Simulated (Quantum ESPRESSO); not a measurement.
## Variants of one calculation on NaZnSO₄F (C2/c, 16 atoms in the cell)

```
NaZnSO4F
1.0
    3.40146    -4.32706     0.00000
    3.40146     4.32706     0.00000
   -2.91023     0.00000     6.60708
Na Zn S O F
2 2 2 8 2
Cartesian
  2.67391   1.41408   1.65177
  1.21879  -1.41408   4.95531
  0.00000   0.00000   0.00000
 -1.45511   0.00000   3.30354
  2.67391  -1.55463   1.65177
  1.21879   1.55463   4.95531
  3.67249  -2.40749   0.93966
  0.22021   2.40749   5.66742
  1.67532  -2.40749   2.36388
  2.21738   2.40749   4.24320
  1.98857  -0.67277   0.66705
  1.90413   0.67277   5.94003
  3.35925  -0.67277   2.63649
  0.53345   0.67277   3.97059
  2.67391   3.58506   1.65177
  1.21879  -3.58506   4.95531
```

Base run A: PBEsol, PseudoDojo standard norm-conserving (PBESOL) pseudopotentials (Quantum ESPRESSO), self-consistent single point.

Its settings: ecutwfc = 90 Ry; occupations = fixed; potentials = {Na: Na.upf, Zn: Zn.upf, S: S.upf, O: O.upf, F: F.upf}; K_POINTS = automatic 2 2 2 1 1 1; nbnd = 70; conv_thr = 1e-09 Ry.

The starting cell comes from a database of computed structures (which also holds hypothetical and non-ambient phases and stackings), without a prior relaxation at this level. Its lattice was rescaled by a random factor within 2.5 % of one. The shifted mesh does not hold Γ, so a gap read on it misses any band edge there.

ΔF is the free energy per atom less that of run A. A dash stands where there is no value to compare (another energy zero or no entropy term, no result, no spin, no clean gap, or a mesh too coarse for one). Total energies depend on the potentials, the functional and any Hubbard or dispersion term, so they are compared only between runs that share all of them.

Run A gave: pressure (GPa) -2.85; largest force (eV/Å) 0.178; gap on the mesh (eV) 5.416; k-points 3.

Runs:
- B: nosym: default → true
- C: HUBBARD: default → ortho-atomic; U Zn-3d 5 eV [PBEsol+U]
- D: conv_thr: 1e-09 Ry → 7.3e-12 Ry
- E: vdw_corr: default → grimme-d3; dftd3_version: default → 4; dftd3_threebody: default → false [PBEsol-D3(BJ)]
- F: K_POINTS: automatic 2 2 2 1 1 1 → automatic 3 3 2 0 0 0
- G: ecutrho: default → 180 Ry
- H: mixing_beta: default → 0.2; mixing_mode: default → local-TF
- I: input_dft: default → vdw-df; potentials: PseudoDojo standard norm-conserving (PBE) [vdW-DF]

What does run E change against A?

The pressure goes from -2.85 to -4.49 GPa, the largest force moves little (0.178 to 0.176 eV/Å) and the gap on the mesh stays at 5.416 eV.

What does run G change against A?

The free energy goes down by 56.5 meV/atom, the pressure goes from -2.85 to 2.89 GPa, the largest force goes from 0.178 to 0.169 eV/Å and the gap on the mesh goes from 5.416 to 5.431 eV.

What does run I change against A?

The pressure goes from -2.85 to 3.74 GPa, the largest force goes from 0.178 to 0.595 eV/Å and the gap on the mesh goes from 5.416 to 5.652 eV.

```tsv
run	ΔF (meV/atom)	pressure (GPa)	largest force (eV/Å)	gap on the mesh (eV)	k-points
A	0.00	-2.85	0.178	5.416	3
B	0.00	-2.85	0.178	5.416	4
C	–	-2.75	0.127	5.494	3
D	0.00	-2.85	0.178	5.416	3
E	–	-4.49	0.176	5.416	3
F	1.48	-2.85	0.180	4.293	8
G	-56.5	2.89	0.169	5.431	3
H	0.00	-2.85	0.178	5.416	3
I	–	3.74	0.595	5.652	3
```
